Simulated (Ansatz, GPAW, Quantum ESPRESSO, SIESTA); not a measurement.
# One structure in several programs: Mo3Os (P1, 8 atoms in the cell)

Self-consistent single point, at a second geometry (atoms moved at random). First geometry:

```
Mo3Os
1.0
    4.97629     0.00000     0.00000
    0.00000     4.97629     0.00000
    0.00000     0.00000     4.97629
Mo Os
6 2
Direct
  0.25000   0.00000   0.50000
  0.75000   0.00000   0.50000
  0.50000   0.75000   0.00000
  0.50000   0.25000   0.00000
  0.00000   0.50000   0.75000
  0.00000   0.50000   0.25000
  0.00000   0.00000   0.00000
  0.50000   0.50000   0.50000
```

Second geometry:
```
Mo3Os
1.0
    4.97629     0.00000     0.00000
    0.00000     4.97629     0.00000
    0.00000     0.00000     4.97629
Mo Os
6 2
Direct
  0.24119   0.99982   0.50398
  0.75735   0.01186   0.50922
  0.50356   0.74841   0.00064
  0.49560   0.25363   0.98734
  0.99984   0.49759   0.74877
  0.99998   0.49423   0.24233
  0.99367   0.00410   0.99886
  0.50881   0.49035   0.50886
```

Shared settings, as Ansatz (a program for electronic structure) writes them: kpoints.mp_grid.grid = 5 5 5; scf.occupations.method = gaussian; scf.occupations.width = 0.2 eV. Potentials and cutoffs stand in the table.

| code | model | ΔF from the first geometry (meV/atom) | pressure (GPa) | largest force (eV/Å) | cutoff |
|---|---|---|---|---|---|
| Ansatz | LDA (PW92), PAW files made with PBE | 19.9 | -9.63 | 1.211 | 420 eV |
| GPAW | LDA (Perdew-Wang 92), GPAW PAW datasets LDA (gpaw-data 1.0.1) | 19.0 | -11.18 | 1.168 | 550 eV |
| Quantum ESPRESSO | LDA (PZ), GBRV 1.5 ultrasoft (LDA) pseudopotentials | 20.0 | -9.91 | 1.222 | 40 Ry |
| SIESTA | LDA PW92, numerical atomic orbitals TZP, PseudoDojo LDA standard norm-conserving potentials (rewritten from UPF to PSML) | 22.3 | -11.10 | 1.419 | grid 350 Ry |

Size of the force on each atom (eV/Å): Sizes of forces hide their directions.

```csv
code,Mo1,Mo2,Mo3,Mo4,Mo5,Mo6,Os7,Os8
Ansatz,1.011,1.211,0.420,0.899,0.551,0.574,0.504,0.943
GPAW,0.975,1.168,0.403,0.866,0.528,0.552,0.477,0.888
Quantum ESPRESSO,1.022,1.222,0.424,0.904,0.553,0.579,0.506,0.946
SIESTA,1.233,1.419,0.524,1.019,0.627,0.653,0.549,1.044
```

On Ansatz's run: spin-orbit coupling is off. Spin polarisation is off.

The spread over the programs that give each value: ΔF from the first geometry within 3.3 meV/atom; pressure within 1.55 GPa; largest force within 0.251 eV/Å.

SIESTA uses small atom-centred bases, whose incompleteness enters pressures, forces and empty levels differently from a plane-wave cutoff. Ansatz's pressure is given at a fixed set of plane waves, as the other plane-wave codes print theirs. The same LDA comes in different parametrisations, which differ slightly. In the pressure, GPAW (by 1.26) and SIESTA (by 1.19) lie more than 1 GPa from the median of the plane-wave programs. In the force vectors, SIESTA (by 0.229) lies more than 0.08 eV/Å from the median of the plane-wave programs.

The starting cell comes from a database of computed structures (which also holds hypothetical and non-ambient phases and stackings), without a prior relaxation at this level. For this run, on top of that: atoms moved at random.

Keys are those of Ansatz 0.2.
